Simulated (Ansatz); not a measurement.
**P interstitial started as a split pair with P (zinc-blende BP host)**

Computed with PBE, PAW (plane waves to 420 eV; Ansatz, a first-principles code). The supercell holds 64 host sites (2×2×2 repeats of the unit cell), with a 2×2×2 shifted k-point sampling for the final energies. Site at the start: split with P along <110>. Energies of charged states are corrected for periodic images (point charge plus alignment at distant sites). Dielectric constants: PBE linear response of the host. Host gap at this level: 1.25 eV. These values are not converged in cell size to better than tenths of an eV. The semilocal functional narrows the gap, so deep levels can fall outside it. Spin–orbit coupling is left out. Each state is the lowest found from its start.

Formation energies E_f are given with the Fermi level at the valence-band maximum. Chemical conditions: B-rich (Δμ(P) = -0.61 eV, bounded by B12P2 (R-3m), B6P (R-3m); only phases computed here count, gases as isolated molecules at 0 K); P-rich (Δμ(P) = 0.00 eV; only phases computed here count, gases as isolated molecules at 0 K). Reference phases: P: black phosphorus.

The name describes the start; the neighbours show where the added atom ended.

| charge | moment (μB) | largest move off a lattice site (Å) | neighbours of the added atom at the end (Å) | image correction with alignment (eV) | E_f, B-rich (eV) | E_f, P-rich (eV) |
|---|---|---|---|---|---|---|
| +1 | not spin-polarised | 0.28 | B 1.86, P 2.02, B 2.15, B 2.16, P 2.42, P 2.61, P 2.61 | 0.51 | 7.71 | 7.09 |
| 0† | quenched | 0.29 | B 1.85, B 1.96, P 2.00, P 2.46, B 2.57, P 2.58 | 0.00 | 7.90 | 7.29 |
| −1 | not spin-polarised | 0.34 | B 1.87, B 1.91, P 2.00, P 2.47, P 2.53 | -0.10 | 8.51 | 7.89 |

† Not settled in this cell, so no level is given: charge 0: a level filled in part, carriers not clearly localised.

Starting moments that weren't kept: charge 0 began with 1 μB and ended with 0.0.

No other site or start that was run ended lower by more than 0.1 eV.

Flagged in the runs: a strain field that reaches the edge of the cell.
